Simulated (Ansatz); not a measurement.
The reference is TiOs in the CsCl type structure (space group Pm-3m, No. 221).

```
TiOs
1.0
    3.06143     0.00000     0.00000
    0.00000     3.06143     0.00000
    0.00000     0.00000     3.06143
Ti Os
1 1
Cartesian
  1.53071   1.53071   1.53071
  0.00000   0.00000   0.00000
```

Levels (all Ansatz, a first-principles code, PAW): PBEsol (420 eV, no SOC); PBEsol+SOC (420 eV, with spin-orbit coupling).

The geometry is relaxed with PBEsol.

```
Quantity           Value
---------------  -------
PBEsol pressure  0.0 GPa
```

Task: How does going to PBEsol+SOC change the pressure?

Result: The pressure goes from zero to 0.2 GPa.

Single points use the geometry relaxed with PBEsol. The spin-orbit shifts are approximate. Whether these cells are dynamically stable was not tested. The runs without spin-orbit coupling are not spin-polarised.
